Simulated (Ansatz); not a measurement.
Start from B (space group I4_132, No. 214; a = 4.633 Å; a hypothetical phase, not in the database extracts checked).

Levels (all Ansatz, a first-principles code, PAW): PBEsol (420 eV, no SOC); HSE06 (420 eV, no SOC).

The geometry is relaxed with PBEsol.

PBEsol band gap: 1.41 eV

Task: Predict the band gap from HSE06.

Result: The band gap grows by 1.02 eV to 2.43 eV.

Single points use the geometry relaxed with PBEsol. HSE06 gaps are upper bounds (no full band path). Whether these cells are dynamically stable was not tested.
